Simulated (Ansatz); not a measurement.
Take TiO₂ in the rutile structure (space group P4_2/mnm, No. 136) as the base.

```
CELL_PARAMETERS angstrom
      4.54810     0.00000     0.00000
      0.00000     4.54810     0.00000
      0.00000     0.00000     2.91711
ATOMIC_POSITIONS crystal
  Ti 0.00000 0.00000 0.00000
  Ti 0.50000 0.50000 0.50000
  O  0.30396 0.30396 0.00000
  O  0.80396 0.19604 0.50000
  O  0.19604 0.80396 0.50000
  O  0.69604 0.69604 0.00000
```

Computed with Kohn–Sham DFT with the LDA functional, run in Ansatz (a program for electronic structure) with PAW and 420 eV plane waves, scalar-relativistic without spin-orbit coupling.

Base values:

The electron mass comes out as 0.52 mₑ along c, 1.1 mₑ across (at Γ). The valence-band top at Γ is 0.00, -0.47, -0.47 eV and the pressure comes out as 0.00 GPa.

Perturbation: every lattice vector is stretched by 2.40 %; the atoms relax in the strained cell.

Problem. Estimate the effect on the electron mass.

Solution. The electron mass becomes 0.57 mₑ along c, 1.1 mₑ across (at Γ) (base: 0.52 mₑ along c, 1.1 mₑ across (at Γ)).

Problem. What does the calculation give for the valence-band top at Γ after the change?

Solution. The valence-band top at Γ (three highest levels, from the VBM) becomes 0.00, -0.39, -0.39 eV (base: 0.00, -0.47, -0.47 eV).

Problem. Estimate the effect on the mean gap deformation potential ΔEg/Δln V.

Solution. The mean gap deformation potential ΔEg/Δln V amounts to -0.7 eV.

Problem. Estimate the effect on the pressure.

Solution. The pressure (mean of the normal stresses, compression positive) goes from zero to -15.16 GPa.

Effective masses come from finite differences of ±0.01 Å⁻¹. No phonon test of stability was made. All final runs are without spin polarisation.
